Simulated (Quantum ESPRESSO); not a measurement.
A self-consistent single point of Tc (P-3m1, 2 atoms in the cell) with Quantum ESPRESSO.

Level of theory: PBEsol, GBRV 1.5 ultrasoft (PBESOL) pseudopotentials (plane waves; Quantum ESPRESSO 7.5).

```xyz
2
Lattice="1.3632 -2.3610 0.0000 1.3632 2.3610 0.0000 0.0000 0.0000 4.3681" Properties=species:S:1:pos:R:3 pbc="T T T"
Tc     1.3632     0.7870     1.1420
Tc     1.3632    -0.7870     3.2760
```

Reference input (self-consistent single point, DFT, PBEsol, plane waves, GBRV 1.5 ultrasoft (PBESOL) pseudopotentials): ecutwfc = 40 Ry; ecutrho = 320 Ry; occupations = smearing; smearing = gauss; degauss = 0.0073499 Ry; potentials = {Tc: tc_pbesol_v1.uspp.F.UPF}; K_POINTS = automatic 10 10 6 0 0 0; conv_thr = 1e-10 Ry; mixing_beta = 0.5. This run's input differs from it in these lines:

```diff
@@ -18,3 +18,3 @@
     smearing = 'gauss'
-    degauss = 0.0073499
+    degauss = 0.02205
 /
@@ -30,3 +30,3 @@
 K_POINTS {automatic}
-10 10 6  0 0 0
+27 27 15  0 0 0
 CELL_PARAMETERS {alat}
```

Output, abridged:

```
     Message from routine setup:
     using ibrav=0 with symmetry is DISCOURAGED, use correct ibrav instead
     G-vector sticks info
     --------------------
     sticks:   dense  smooth     PW     G-vecs:    dense   smooth      PW
     Sum         583     295     91                18341     6531    1177

     bravais-lattice index     =            0
   [... lines left out ...]

   -43.4982 -43.4073 -16.2046 -15.9754 -15.7820 -15.5442 -15.3094 -15.2182
    17.7243  18.0773  18.7331  20.9562  21.2239  22.3877  22.4732  25.8154
    25.9927  26.2834  27.8329

     occupation numbers
     1.0000   1.0000   1.0000   1.0000   1.0000   1.0000   1.0000   1.0000
     1.0000   1.0000   1.0000   1.0000   1.0000   0.9987   0.9953   0.0000
     0.0000   0.0000   0.0000

          k =-0.4815-0.1925 0.0832 (   813 PWs)   bands (ev):

   -43.4953 -43.4102 -16.2343 -16.0059 -15.7370 -15.5290 -15.3029 -15.2220
    17.7063  17.9197  19.1099  20.4835  21.1587  22.4734  22.9955  25.6857
    26.0417  26.0851  27.7351

     occupation numbers
     1.0000   1.0000   1.0000   1.0000   1.0000   1.0000   1.0000   1.0000
     1.0000   1.0000   1.0000   1.0000   1.0000   0.9953   0.5547   0.0000
     0.0000   0.0000   0.0000

   [... 201 blocks of this kind left out ...]

     the Fermi energy is    23.0246 ev

!    total energy              =    -348.37194554 Ry
     estimated scf accuracy    <          2.6E-11 Ry
     smearing contrib. (-TS)   =      -0.00633300 Ry
     internal energy E=F+TS    =    -348.36561254 Ry

     The total energy is F=E-TS. E is the sum of the following terms:
     one-electron contribution =     -43.12327430 Ry
     hartree contribution      =      43.43437650 Ry
     xc contribution           =     -63.84851876 Ry
     ewald contribution        =    -284.82819599 Ry

     convergence has been achieved in  11 iterations

     negative rho (up, down):  2.605E-01 0.000E+00

     Forces acting on atoms (cartesian axes, Ry/au):

     atom    1 type  1   force =     0.00000000    0.00000000   -0.00489858
     atom    2 type  1   force =     0.00000000    0.00000000    0.00489858

     Total force =     0.006928     Total SCF correction =     0.000026

     negative rho (up, down):  2.605E-01 0.000E+00
          total   stress  (Ry/bohr**3)                   (kbar)     P=      -11.90
  -0.00006960   0.00000000   0.00000000          -10.24        0.00        0.00
   0.00000000  -0.00006960   0.00000000            0.00      -10.24        0.00
   0.00000000   0.00000000  -0.00010353            0.00        0.00      -15.23

   JOB DONE.
```

The run converged in 11 iterations. Against the reference run the free energy drops by 20.1 meV/atom, the pressure goes from -1.41 to -1.19 GPa and the largest force goes from 0.009 to 0.126 eV/Å.

The starting cell has typed, rounded lattice constants, without a prior relaxation at this level. Its lattice was rescaled by up to half a per cent. One atom was moved a little off its site on purpose. Spin polarisation is off.

Cost on one core of a shared machine: roughly 4 min.
